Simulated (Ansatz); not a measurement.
# Hypothetical zinc blende KF: element substitutions

The reference is KF in the zinc blende structure (space group F-43m, No. 216; a = 5.846 Å; a hypothetical phase, not in the database extracts checked).

Each row replaces one element on all its sites; cell and atoms are relaxed.

Computed with PBEsol, PAW, 420 eV (Ansatz, a program for electronic structure; no spin-orbit coupling).

Before the change:

Lattice parameter a: 5.846 Å

### Question
The aim is a lattice parameter a between 7.642 Å and 8.189 Å. Which of these changes reaches it?
(A) F → Cl
(B) F → I
(C) K → Li

### Answer
B, F → I. It gives 7.849 Å; K → Li gives 4.311 Å; F → Cl gives 6.954 Å. Changes not listed may reach it too

Whether these cells are dynamically stable was not tested. As relaxed here, KI, LiF and KCl are hypothetical phases, not in the database extracts checked.
